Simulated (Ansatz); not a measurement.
## GaSb: response to strain

Start from GaSb in the zinc blende structure (space group F-43m, No. 216; a = 6.2134 Å).

Strains are applied to the cell and any free atomic positions relax.

The values are results of PBE (Ansatz, a quantum-chemistry and plane-wave program, PAW, no SOC), not measurements.

Candidates:
(a) isotropic strain +2.50 %
(b) isotropic strain −1.00 %
(c) isotropic strain +2.00 %
(d) isotropic strain −1.50 %

Notes on the quantities. energy relative to the base: free energy F.

Question: Order them by energy relative to the base, lowest first.

Answer: (b) isotropic strain −1.00 % (+4.0 meV/atom), (d) isotropic strain −1.50 % (+9.1 meV/atom), (c) isotropic strain +2.00 % (+14 meV/atom), (a) isotropic strain +2.50 % (+21 meV/atom)

Whether these cells are dynamically stable was not tested. The final runs are not spin-polarised.
